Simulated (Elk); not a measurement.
Elk run on Mo (Im-3m, 1 atom in the cell): self-consistent single point.

Computed with LDA (PW92), all-electron FP-LAPW, Elk's shipped species files, APW+lo basis with extra local orbitals in Elk 10.2.4.

```yaml
crystal:
  lattice:
    - [-1.56713, 1.56713, 1.56713]
    - [1.56713, -1.56713, 1.56713]
    - [1.56713, 1.56713, -1.56713]
  atoms:
    - { symbol: Mo, position: [0.00000, 0.00000, 0.00000] }
```

Reference input (self-consistent single point, DFT, LDA (PW92), all-electron FP-LAPW, Elk's shipped species files, APW+lo basis with extra local orbitals): rgkmax = 7.5; swidth = 0.00367493 Ha; ngridk = 9 9 9; gmaxvr = 14 1/bohr; nxlo = 2; lorbcnd = true; lmaxi = 3; maxscl = 100. This run's input differs from it in these lines:

```diff
@@ -20,2 +20,8 @@
   0.00367493
+
+epspot
+  3.7e-11
+
+epsengy
+  3.7e-09
```

The program printed (abridged):

```
│ Self-consistent loop started │
│ Loop number : 1 │
 total energy                :     -4044.27426729
│ Loop number : 2 │
 total energy                :     -4044.38036932
RMS change in Kohn-Sham potential (target) :   0.8839059890E-01 (  0.3700000000E-10)
Absolute change in total energy (target)   :   0.1061020231     (  0.3700000000E-08)
│ Loop number : 3 │
 total energy                :     -4044.97614542
RMS change in Kohn-Sham potential (target) :   0.6960583388E-01 (  0.3700000000E-10)
Absolute change in total energy (target)   :   0.6223016093     (  0.3700000000E-08)
│ Loop number : 4 │
   [... lines left out ...]
Absolute change in total energy (target)   :   0.4798903319E-07 (  0.3700000000E-08)
│ Loop number : 98 │
 total energy                :     -4045.43618210
RMS change in Kohn-Sham potential (target) :   0.1056238908E-08 (  0.3700000000E-10)
Absolute change in total energy (target)   :   0.2071283234E-07 (  0.3700000000E-08)
│ Loop number : 99 │
 total energy                :     -4045.43618213
RMS change in Kohn-Sham potential (target) :   0.1654004840E-08 (  0.3700000000E-10)
Absolute change in total energy (target)   :   0.3558307071E-07 (  0.3700000000E-08)
│ Loop number : 100 │
Reached self-consistent loops maximum

Energies :
 Fermi                       :     0.469615026988
 total energy                :     -4045.43618207

Density of states at Fermi energy :    15.14997126
 (states/Hartree/unit cell)

Estimated indirect band gap :   0.8298649397E-02
 from k-point     28 to k-point     29
Estimated direct band gap   :   0.2045780767E-01
 at k-point     19

Charges :
 core                        :    28.00000000
 valence                     :    14.00000000
 interstitial                :    1.484960250
 muffin-tins (core leakage)
  species :    1 (Mo)
   atom    1                 :    40.51503975     (  0.4991900937E-06)
 total in muffin-tins        :    40.51503975
 total calculated charge     :    42.00372901
 total charge                :    42.00000000
 error                       :   0.3729014196E-02

│ Self-consistent loop stopped │
```

The run ended unconverged after 100 iterations. 

The starting cell has typed, rounded lattice constants, without a prior relaxation at this level. Its lattice was rescaled by up to half a per cent. Values depend on the basis (sphere radii, cutoffs, local orbitals), which need not be converged.

Cost on one core of a shared machine: roughly 40 s.
